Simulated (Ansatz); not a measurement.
The starting structures come from a database of crystals and need not be the phases stable at ambient conditions.

The decay constant κ of evanescent states in the gap governs leakage through a thin film.

Here is the system:

```xyz
12
Lattice="7.2427 0.0000 0.0000 -3.1144 6.5389 0.0000 2.0428 3.2356 3.8712" Properties=species:S:1:pos:R:3 pbc="T T T"
Sr     6.4491     1.6323     0.9678
Sr    -0.2780     8.1421     2.9034
Mo     1.3121     4.8756     0.9678
Mo     4.8590     4.8989     2.9034
O      6.4745     5.5936     3.3015
O     -0.3034     4.1808     0.5697
O      4.9264     3.1416     2.5054
O      1.2446     6.6328     1.3659
O      4.2387     5.7547     1.4369
O      1.9324     4.0198     2.4344
O      1.7769     1.8554     0.4988
O      4.3942     7.9191     3.3725
```

Space group of this cell: C2/c. The cell is taken as given; by r2SCAN its mean pressure is -7.2 GPa.

Transport runs along the normal of the first two printed cell vectors.

The gap is the functional's own, uncorrected, and κ follows it; spin-orbit coupling is left out. Mid-gap values are interpolated between the computed energies.

**Question.** Compute, with r2SCAN run with Ansatz (a quantum-chemistry and plane-wave program), the band gap and the smallest decay constant κ at mid-gap.

**Answer.** Gap 3.83 eV on a 6×6×8 mesh; κ = 0.485 1/Å, at (0.500, 0.500) of the in-plane reciprocal vectors. At the zone centre, at the nearest computed energy, the slowest state has κ = 0.53 1/Å.
